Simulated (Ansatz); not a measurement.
Base system: TaAs in the CsCl type structure (space group Pm-3m, No. 221; a = 3.215 Å; a hypothetical phase, not in the database extracts checked; relaxed with 0.1 eV smearing).

(Cell as relaxed with PBE.)

Levels (all Ansatz, a first-principles code, PAW): PBE (420 eV, without spin-orbit coupling); PBEsol (420 eV, no SOC).

Each level relaxes its own structure.

| base | PBE | PBEsol |
|---|---|---|
| volume per atom | 16.62 Å³ | 16.05 Å³ |
| lattice parameter a | 3.215 Å | 3.178 Å |
| band gap | zero | zero |

One thing is altered: every lattice vector is stretched by 2.66 %, atoms relaxed at fixed cell.

```tsv
quantity	PBE	PBEsol
energy relative to the base (free energy F)	+54 meV/atom	___
pressure	-11.8 GPa	___
band gap	zero	___
```

Task: What does PBEsol give?

Result: 
- energy relative to the base (free energy F), PBEsol: +57 meV/atom
- pressure, PBEsol: -12.9 GPa
- band gap, PBEsol: zero

PBE's energy relative to the base lies 3.1 meV/atom below PBEsol's; PBE's pressure lies 1.1 GPa above PBEsol's; the two agree on the band gap. Neither level is exact; PBEsol is the comparison here, not a measurement.

The cells carry an imposed strain or load. No phonon test of stability was made. The final runs are not spin-polarised.
